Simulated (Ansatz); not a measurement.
## SiC, response to strain

Consider SiC (space group P6_3mc, No. 186).

```yaml
crystal:
  lattice:
    - [3.05845, 0.00000, 0.00000]
    - [-1.52923, 2.64870, 0.00000]
    - [0.00000, 0.00000, 10.01200]
  atoms:
    - { symbol: Si, position: [0.00000, 0.00000, 0.50031] }
    - { symbol: Si, position: [0.00000, 0.00000, 0.00031] }
    - { symbol: Si, position: [0.33333, 0.66667, 0.25025] }
    - { symbol: Si, position: [0.66667, 0.33333, 0.75025] }
    - { symbol: C, position: [0.00000, 0.00000, 0.31286] }
    - { symbol: C, position: [0.00000, 0.00000, 0.81286] }
    - { symbol: C, position: [0.33333, 0.66667, 0.06221] }
    - { symbol: C, position: [0.66667, 0.33333, 0.56221] }
```

Cartesian axes are those of the cell as printed.

Strains are applied to the cell and any free atomic positions relax.

Level of theory: LDA (Ansatz, a program for electronic structure, PAW, no spin-orbit coupling).

```json
[
 {"uniaxial strain ε_zz (%)": "0", "band gap (eV)": "2.18"},
 {"uniaxial strain ε_zz (%)": "0.75", "band gap (eV)": "?"},
 {"uniaxial strain ε_zz (%)": "1.5", "band gap (eV)": "2.08"},
 {"uniaxial strain ε_zz (%)": "2.25", "band gap (eV)": "2.03"},
 {"uniaxial strain ε_zz (%)": "3", "band gap (eV)": "1.99"}
]
```

### Question
Fit E_g = E₀ + Dε (ε in %) to the rows shown and predict the withheld row.

### Answer
Least squares on the printed values gives E₀ = 2.18 eV, D = -64.0 meV per % of strain (largest residual 0.00 eV); this predicts 2.13 eV, and the run gives 2.13 eV, in agreement.

Whether these cells are dynamically stable was not tested.
